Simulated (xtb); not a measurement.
xtb 6.7.1, GFN2-xTB: Zn(SH)(k2OAc) (CC1[O][Zn]([SH])<-[O]=1), 10 atoms. The geometry is a generated start, not checked to be a minimum at this level.

```
Quantity                   Value
-----------------  -------------
run flags                 --grad
method                  GFN2-xTB
--acc                1 (default)
--etemp (K)        300 (default)
basis functions               34
valence electrons             32
```

```xyz
10

Zn     0.3764     0.7662    -1.6048
S      0.5524     2.6286    -2.8307
H     -0.7007     2.9759    -2.5931
C     -0.1126    -1.2384     1.5806
C      0.0588    -0.4866     0.2907
O     -0.9037     0.1489    -0.1948
O      1.1666    -0.5025    -0.2943
H      0.7336    -1.0396     2.2341
H     -1.0440    -0.9492     2.0555
H     -0.1268    -2.3032     1.3569
```

Charge 0 and multiplicity 1 are set for this test and not shown to be the ground state.

One run each on 1 thread. Values of broydamp tried: 0.02, 0.05, 0.1, 0.2, 0.4 (default), 0.6, 0.8, 1.

Question: Which value of broydamp needs the fewest SCC iterations, and what happens away from it?

Answer: Fewest SCC iterations, within one of each other: 0.4 (default) with 12, 0.6 with 12, 0.8 with 13. The count rises to 20 at 0.02. All converge to one solution.

```
broydamp       SCC iterations            end
-------------  --------------  -------------
0.02                       20  same solution
0.05                       18  same solution
0.1                        15  same solution
0.2                        14  same solution
0.4 (default)              12  same solution
0.6                        12  same solution
0.8                        13  same solution
1                          14  same solution
```
